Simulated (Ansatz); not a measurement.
ZrO2: pressure series

Take ZrO2 (space group Pnma, No. 62; a cell from a computed database, its experimental status unchecked) as the base.

```
CELL_PARAMETERS angstrom
      7.64613     0.00000     0.00000
      0.00000     3.42458     0.00000
      0.00000     0.00000     5.39403
ATOMIC_POSITIONS crystal
  Zr 0.83016 0.25000 0.14321
  Zr 0.16984 0.75000 0.85679
  Zr 0.66984 0.75000 0.64321
  Zr 0.33016 0.25000 0.35679
  O  0.10996 0.25000 0.10887
  O  0.89004 0.75000 0.89113
  O  0.39004 0.75000 0.60887
  O  0.60996 0.25000 0.39113
  O  0.35725 0.75000 0.13055
  O  0.64275 0.25000 0.86945
  O  0.14275 0.25000 0.63055
  O  0.85725 0.75000 0.36945
```

Cell and atoms are relaxed at each pressure.

The values are results of PBEsol, PAW, 420 eV (Ansatz, a quantum-chemistry and plane-wave program; no spin-orbit coupling), not measurements.

```json
[
 {"pressure (GPa)": "-2", "volume per atom (Å³/atom)": "11.918"},
 {"pressure (GPa)": "-1", "volume per atom (Å³/atom)": "11.843"},
 {"pressure (GPa)": "0", "volume per atom (Å³/atom)": "11.770"},
 {"pressure (GPa)": "0.3", "volume per atom (Å³/atom)": "11.749"},
 {"pressure (GPa)": "0.7", "volume per atom (Å³/atom)": "11.721"},
 {"pressure (GPa)": "3", "volume per atom (Å³/atom)": "11.566"},
 {"pressure (GPa)": "5", "volume per atom (Å³/atom)": "11.440"},
 {"pressure (GPa)": "7.5", "volume per atom (Å³/atom)": "?"},
 {"pressure (GPa)": "10", "volume per atom (Å³/atom)": "11.154"}
]
```

Problem. Fit the third-order Birch–Murnaghan form P(V) = (3B₀/2)[(V₀/V)^(7/3) − (V₀/V)^(5/3)]·[1 + (3/4)(B₀′ − 4)((V₀/V)^(2/3) − 1)] (squares taken in P) to the rows shown and predict the withheld row.

Solution. Least squares on the printed values gives V₀ = 11.770 Å³/atom, B₀ = 165 GPa, B₀′ = 4.5; this predicts 11.292 Å³/atom, and the run gives 11.292 Å³/atom, in agreement.

Load acts through the strain it causes; cell and atoms are relaxed under it. Whether these cells are dynamically stable was not tested. Competing high-pressure phases were not computed. This is not the structure that ZrO2 has at room temperature and ambient pressure.
